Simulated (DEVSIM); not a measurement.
**CdTe n-p junction from an implanted or diffused profile**

System: CdTe n-p junction from an implanted or diffused profile, at 300 K.

| layer (left to right) | material | thickness (μm) | Na (cm⁻³) | τn (s) | τp (s) |
|---|---|---|---|---|---|
| 1 | CdTe | 46.0 | 5.8e14 | 3.3e-8 | 3.3e-8 |

Added donor profile: 6.6e16 cm⁻³ × exp(−(x − 0 μm)²/(2·(0.18 μm)²)). Left contact: ohmic. Right contact: ohmic. Voltage is applied to the left contact. Recombination: SRH at mid-gap, radiative, Auger. Mobility is μmin + (μ − μmin)/(1 + (N/Nref)^α).

The device is made up for the run: typed textbook-type constants, with dimensions and the other settings drawn at random. Values at 300 K.

| parameter | CdTe |
|---|---|
| gap (eV) | 1.5 |
| affinity (eV) | 4.28 |
| permittivity | 10.2 |
| Nc (cm⁻³) | 8e17 |
| Nv (cm⁻³) | 1.8e19 |
| μn (cm²/Vs) | 1000 |
| μp (cm²/Vs) | 80 |
| μn,min | 100 |
| μp,min | 10 |
| Nref,n | 1e17 |
| Nref,p | 1e17 |
| αn | 0.6 |
| αp | 0.6 |
| B (cm³/s) | 1e-10 |
| Cn (cm⁶/s) | 1e-30 |
| Cp (cm⁶/s) | 1e-30 |

Model (solved in DEVSIM): 1D drift-diffusion, Boltzmann statistics, complete ionisation; no tunnelling, impact ionisation, image-force lowering or self-heating.

- Potential step across the device at zero bias: 1.168 V
- Dark forward voltage at 1 A/cm²: 1.355 V

Dark forward current:

| V (V) | J (A/cm²) |
|---|---|
| -0.05 | -3.5e-11 |
| -0.10 | -1.2e-10 |
| -0.20 | -9.9e-10 |
| -0.25 | -2.7e-9 |
| -0.35 | -2.0e-8 |
| -0.40 | -5.6e-8 |
| -0.45 | -1.5e-7 |
| -0.55 | -1.2e-6 |
| -0.60 | -3.4e-6 |
| -0.70 | -3.1e-5 |
| -0.75 | -0.00011 |
| -0.80 | -0.00043 |
| -0.90 | -0.0097 |
| -0.95 | -0.037 |
| -1.05 | -0.17 |
| -1.10 | -0.26 |
| -1.20 | -0.50 |
| -1.25 | -0.64 |
| -1.30 | -0.80 |
| -1.40 | -1.2 |
| -1.45 | -1.4 |
| -1.55 | -1.9 |
| -1.60 | -2.2 |
| -1.65 | -2.5 |
| -1.75 | -3.2 |
| -1.80 | -3.6 |
| -1.90 | -4.4 |
| -1.95 | -4.9 |

Dark reverse current:

```
V (V)  J (A/cm²)
-----  ---------
0.04     1.5e-11
0.10     2.9e-11
0.20     5.0e-11
0.30     6.8e-11
0.40     8.6e-11
0.60     1.2e-10
0.80     1.5e-10
1.00     1.7e-10
1.30     2.1e-10
1.60     2.5e-10
2.00     2.9e-10
```
